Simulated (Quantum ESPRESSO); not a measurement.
## How a calculation on YMg5 (Cm, 6 atoms in the cell) responds to its settings

```yaml
crystal:
  lattice:
    - [6.26068, -1.62157, 0.00000]
    - [6.26068, 1.62157, 0.00000]
    - [-1.88251, 0.00000, 7.35866]
  atoms:
    - { symbol: Y, position: [0.38744, 0.38744, 0.27335] }
    - { symbol: Mg, position: [0.00411, 0.00411, 0.99788] }
    - { symbol: Mg, position: [0.66427, 0.66427, 0.33482] }
    - { symbol: Mg, position: [0.05901, 0.05901, 0.61713] }
    - { symbol: Mg, position: [0.33343, 0.33343, 0.66996] }
    - { symbol: Mg, position: [0.71840, 0.71840, 0.94018] }
```

Base run A: PBEsol, SSSP 1.1.2 efficiency (PBE) pseudopotentials (Quantum ESPRESSO), self-consistent single point.

Its settings: ecutwfc = 40 Ry; ecutrho = 320 Ry; occupations = smearing; smearing = methfessel-paxton; degauss = 0.0036749 Ry; input_dft = pbesol; potentials = {Y: Y_pbe_v1.uspp.F.UPF, Mg: Mg.pbe-n-kjpaw_psl.0.3.0.UPF}; K_POINTS = automatic 6 6 3 0 0 0; conv_thr = 1e-11 Ry.

The starting cell comes from a database of computed structures (which also holds hypothetical and non-ambient phases and stackings), without a prior relaxation at this level.

Absolute energies have different zeros for different potentials, functionals, Hubbard and dispersion terms and are not compared across them.

Run A gave: pressure (GPa) -0.99; largest force (eV/Å) 0.084.

Runs:
- B: input_dft: pbesol → wc [Wu-Cohen GGA]
- C: input_dft: pbesol → vdw-df [vdW-DF]
- D: input_dft: pbesol → vdw-df2 [vdW-DF2]
- E: input_dft: pbesol → vdw-df-cx [vdW-DF-cx]
- F: input_dft: pbesol → vdw-df-obk8 [optB88-vdW]
- G: input_dft: pbesol → vdw-df-ob86 [optB86b-vdW]
- H: input_dft: pbesol → vdw-df2-b86r [rev-vdW-DF2]

Task: What does run D change against A?

Result: The pressure goes from -0.99 to 0.50 GPa and the largest force goes from 0.084 to 0.142 eV/Å.

Task: What does run B change against A?

Result: The pressure hardly changes (-0.99 to -0.91 GPa) and the largest force goes from 0.084 to 0.079 eV/Å.

| run | pressure (GPa) | largest force (eV/Å) |
|---|---|---|
| A | -0.99 | 0.084 |
| B | -0.91 | 0.079 |
| C | 0.98 | 0.121 |
| D | 0.50 | 0.142 |
| E | -0.25 | 0.081 |
| F | -0.24 | 0.079 |
| G | -0.37 | 0.089 |
| H | -0.45 | 0.091 |

Left out of this page: 2 runs of the series held back from this collection.
